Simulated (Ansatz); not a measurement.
# What uniaxial strain ε_zz = −2.00 % does to InP

The parent structure is InP in the zinc blende structure (space group F-43m, No. 216; a = 5.878 Å). Axes: x, y, z lie along the cube axes.

The change: uniaxial strain ε_zz = −2.00 %, all other strain components held at zero, atoms relaxed at fixed cell.

Method: PBEsol/PAW in Ansatz (a quantum-chemistry and plane-wave program), without spin-orbit coupling. Settings: 10×10×10 k-points, 0.05 eV Fermi–Dirac smearing.

- Volume per atom: 24.88 Å³ (base 25.39 Å³)
- Space group: I-4m2 (No. 119) (base F-43m (No. 216))
- Shortest interatomic distance: 2.529 Å (base 2.545 Å)
- Energy relative to the base (free energy F): +3.0 meV/atom
- Pressure (mean of the normal stresses, compression positive): 14.0 kbar (base 0.0 kbar)
- Band gap: 0.61 eV (base 0.57 eV)
- Gap character: direct at Γ (base direct at Γ)
- Electron mass: 0.050 mₑ along z, 0.055 mₑ across (at Γ) (base 0.046 mₑ (at Γ))
- Hole mass: 0.050 mₑ along z, 0.41 mₑ across (at Γ)
- Valence-band top at Γ (three highest levels, from the VBM): 0.00, -0.09, -0.09 eV (base 0.00, 0.00, 0.00 eV)
- Stress (xx, yy, zz, yz, xz, xy; compression positive): (1.14, 1.14, 1.93, 0.00, 0.00, 0.00) GPa

Final structure:

```yaml
crystal:
  lattice:
    - [0.00000, 2.93922, 2.88043]
    - [2.93922, 0.00000, 2.88043]
    - [2.93922, 2.93922, 0.00000]
  atoms:
    - { symbol: In, position: [0.00000, 0.00000, 0.00000] }
    - { symbol: P, position: [0.25000, 0.25000, 0.25000] }
```

Masses are band curvatures over ±0.01 Å⁻¹ around the edge. Stability against distortions was not tested. Labels are those of the standard path for the cell's own space group.
